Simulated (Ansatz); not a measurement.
The parent structure is TiO$_{2}$ in the rutile structure (space group P4_2/mnm, No. 136; a = 4.597 Å, c = 2.954 Å).

Levels (all Ansatz, a program for electronic structure, PAW, earlier PAW set): r2SCAN (500 eV, scalar-relativistic without spin-orbit coupling); HSE06 (420 eV, without spin-orbit coupling).

The geometry is relaxed with r2SCAN.

| Property | Value |
|---|---|
| r2SCAN lowest conduction level above the VBM at special points | Γ 2.22 eV; M 2.26 eV; R 2.28 eV |

With HSE06 at the same geometry, the lowest conduction level above the VBM at special points changes from Γ 2.22 eV; M 2.26 eV; R 2.28 eV to Γ 3.38 eV; M 3.41 eV; R 3.42 eV.

Single points use the geometry relaxed with r2SCAN. The levels and masses belong to the bands next to the band gap. Whether these cells are dynamically stable was not tested. The final runs are not spin-polarised.
